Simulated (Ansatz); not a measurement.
# What Ti → Ga does to TiO2

Start from TiO₂ in the rutile structure (space group P4_2/mnm, No. 136; a = 4.592 Å, c = 2.939 Å).

The change: Ga takes the place of Ti on all its sites, then cell and atoms are relaxed.

All numbers come from PBEsol, PAW, 420 eV (Ansatz, a first-principles code; spin-orbit coupling left out), earlier PAW set. k-mesh 10×10×15 (Γ-centred); smearing 0.05 eV (Fermi–Dirac), for the changed cell.

| quantity | base | changed | shift |
|---|---|---|---|
| volume per atom | 10.33 Å³ | 10.41 Å³ | +0.08 Å³ |
| density | 4.28 g/cm³ | 5.41 g/cm³ | +1.13 g/cm³ |
| lattice parameter a | 4.592 Å | 4.550 Å | -0.042 Å |
| c/a ratio | 0.640 | 0.663 | +0.023 |
| space group | P4_2/mnm (No. 136) | P4_2/mnm (No. 136) | – |
| shortest interatomic distance | 1.942 Å | 1.949 Å | +0.007 Å |
| band gap | 1.87 eV | zero | – |
| magnetic state | not spin-polarised | ferromagnetic | – |

The magnetic state is the one reached from the starting moments; the real material's order can differ, and small cells can't hold many antiferromagnetic ones. Whether these cells are dynamically stable was not tested. As relaxed here, GaO2 is a hypothetical phase, not in the database extracts checked. Spin-polarised in the final run: GaO2; the other runs are not.
